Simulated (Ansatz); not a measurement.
How the smallest direct gap on the k points sampled of Ge2SiN4 (model structure, Imma, No. 74, 14 atoms in the cell) moves with the method

No measured value is used here.

```
level (code)         value (eV)
-------------------  ----------
LDA (Ansatz)                  …
PBE+SOC (Ansatz)           2.44
PBEsol+SOC (Ansatz)        2.33
r²SCAN+SOC (Ansatz)        2.90
HSE06 (Ansatz)             3.69
```

Task: Complete the blanks.

Result: 
- LDA (Ansatz, a quantum-chemistry and plane-wave program), value (eV): 2.27

Computed values are for a static lattice. Spin–orbit coupling is included only where a level's name says +SOC; with heavier elements it mostly lowers gaps and can invert bands.  Values are at the PBEsol cell. Cutoffs and k meshes differ between the levels. Ansatz's density-functional and Hartree–Fock values are scalar-relativistic unless marked +SOC, with PAW data made under PBE.

A model structure was made by putting elements into a prototype or built by hand; it is no filed structure, need not be a known phase, and can be a saddle point held by its symmetry.
